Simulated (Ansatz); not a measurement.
## TiSi2, response to strain

Base system: TiSi2 (space group Fddd, No. 70; a = 4.780 Å, b = 8.232 Å, c = 8.522 Å). Axes: x, y, z lie along a, b, c of the conventional cell.

Strains are applied to the cell and any free atomic positions relax; under biaxial strain the out-of-plane vector relaxes too.

All numbers come from r2SCAN, PAW, 500 eV (Ansatz, a first-principles code; no SOC), earlier PAW set.

Candidates:
(a) tensor shear ε_xy = +0.78 %
(b) biaxial strain +0.90 %, plane normal [001], relaxed out of plane
(c) biaxial strain +3.24 %, plane normal [001], relaxed out of plane

Notes on the quantities. energy relative to the base: free energy F.

**Question.** Order them by energy relative to the base, highest first.

**Answer.** (c) biaxial strain +3.24 %, plane normal [001], relaxed out of plane (+28 meV/atom), (b) biaxial strain +0.90 %, plane normal [001], relaxed out of plane (+2.3 meV/atom), (a) tensor shear ε_xy = +0.78 % (+1.3 meV/atom)

Without a gap, meshes like the base's 13×13×13 leave anisotropic stresses uncertain by several tenths of a GPa, and small strain energies with them. Stability against distortions was not tested. The final runs are not spin-polarised.
